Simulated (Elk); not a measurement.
Elk run on NiSi₂ (Fm-3m, 3 atoms in the cell): self-consistent single point.

Method: PBEsol, all-electron FP-LAPW, Elk's shipped species files, APW+lo basis with extra local orbitals (Elk 10.2.4).

```
NiSi2
1.0
    0.00000     2.73638     2.73638
    2.73638     0.00000     2.73638
    2.73638     2.73638     0.00000
Si Ni
2 1
Direct
  0.25000   0.25000   0.25000
  0.75000   0.75000   0.75000
  0.00000   0.00000   0.00000
```

Reference input (self-consistent single point, DFT, PBE, all-electron FP-LAPW, Elk's shipped species files, APW+lo basis with extra local orbitals): xctype = 20; rgkmax = 7.5; stype = 3; swidth = 0.00183747 Ha; ngridk = 14 14 14; gmaxvr = 14 1/bohr; nxlo = 2; lorbcnd = true; rmtscf = 0.91; lmaxi = 3. This run's input differs from it in these lines:

```diff
@@ -4,3 +4,3 @@
 xctype
-  20
+  22
```

Output, abridged:

```
│ Self-consistent loop started │
│ Loop number : 1 │
 total energy                :     -2112.38245157
│ Loop number : 2 │
 total energy                :     -2111.65377886
RMS change in Kohn-Sham potential (target) :   0.4931378841     (  0.1000000000E-05)
Absolute change in total energy (target)   :   0.7286727157     (  0.1000000000E-03)
│ Loop number : 3 │
 total energy                :     -2112.29832321
RMS change in Kohn-Sham potential (target) :   0.4949683722     (  0.1000000000E-05)
Absolute change in total energy (target)   :   0.4623761710     (  0.1000000000E-03)
│ Loop number : 4 │
   [... lines left out ...]
Absolute change in total energy (target)   :   0.6454362847E-03 (  0.1000000000E-03)
│ Loop number : 16 │
 total energy                :     -2098.70415327
RMS change in Kohn-Sham potential (target) :   0.1005412376E-05 (  0.1000000000E-05)
Absolute change in total energy (target)   :   0.9659460602E-04 (  0.1000000000E-03)
│ Loop number : 17 │
 total energy                :     -2098.70411444
RMS change in Kohn-Sham potential (target) :   0.1496459857E-06 (  0.1000000000E-05)
Absolute change in total energy (target)   :   0.1468245500E-04 (  0.1000000000E-03)
Convergence targets achieved

│ Loop number : 18 │

Energies :
 Fermi                       :     0.348939961282
 total energy                :     -2098.70411096

Density of states at Fermi energy :    22.03698424
 (states/Hartree/unit cell)

Estimated indirect band gap :   0.3835605626E-02
 from k-point     44 to k-point     86
Estimated direct band gap   :   0.1393306447E-01
 at k-point     11

Charges :
 core                        :    32.00000000
 valence                     :    24.00000000
 interstitial                :    5.502960390
 muffin-tins (core leakage)
  species :    1 (Si)
   atom    1                 :    11.69777458     (  0.3634957342E-02)
   atom    2                 :    11.69777458     (  0.3634957342E-02)
  species :    2 (Ni)
   atom    1                 :    27.10149044     (  0.9089703623E-03)
 total in muffin-tins        :    50.49703961
 total calculated charge     :    55.98602540
 total charge                :    56.00000000
 error                       :   0.1397459986E-01

│ Self-consistent loop stopped │
```

The run converged in 18 iterations. The count includes the last loop, which Elk runs after its targets are met. 

The starting cell has typed, rounded lattice constants, without a prior relaxation at this level. Its lattice was rescaled by a random factor within 2.5 % of one. Spin polarisation is off. Values depend on the basis (sphere radii, cutoffs, local orbitals), which need not be converged. The log's line on a gap gives a spacing of levels on this mesh, which the program prints for metals too.
